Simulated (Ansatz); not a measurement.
The parent structure is C in the graphite type structure (space group P6_3/mmc, No. 194; layered, stacked along the Cartesian z axis).

```yaml
crystal:
  lattice:
    - [2.45828, 0.00000, 0.00000]
    - [-1.22914, 2.12893, 0.00000]
    - [0.00000, 0.00000, 6.56348]
  atoms:
    - { symbol: C, position: [0.00000, 0.00000, 0.25000] }
    - { symbol: C, position: [0.00000, 0.00000, 0.75000] }
    - { symbol: C, position: [0.33333, 0.66667, 0.25000] }
    - { symbol: C, position: [0.66667, 0.33333, 0.75000] }
```

Cartesian axes are those of the cell as printed.

Calculations: PBEsol-D3(BJ) (Ansatz, a first-principles code; PAW; 420 eV plane waves; no spin-orbit coupling).

For the base:

```
Quantity                         Result
-----------------------------  --------
Shortest interatomic distance  141.9 pm
Band gap                           zero
```

One thing is altered: uniaxial stress, 2 GPa tension along z; all other stress components relax to zero.

**Question.** Predict the new energy relative to the base.

**Answer.** The energy grows by 9.2 meV/atom.

**Question.** What does the calculation give for the shortest interatomic distance after the change?

**Answer.** The shortest interatomic distance stays 141.9 pm.

**Question.** Estimate the effect on the band gap.

**Answer.** The band gap is still zero.

A case with no gap was solved on a k-mesh chosen for an insulator, which is coarse for it. Load acts through the strain it causes; cell and atoms are relaxed under it. Beyond what the load breaks, stability against distortions was not tested.
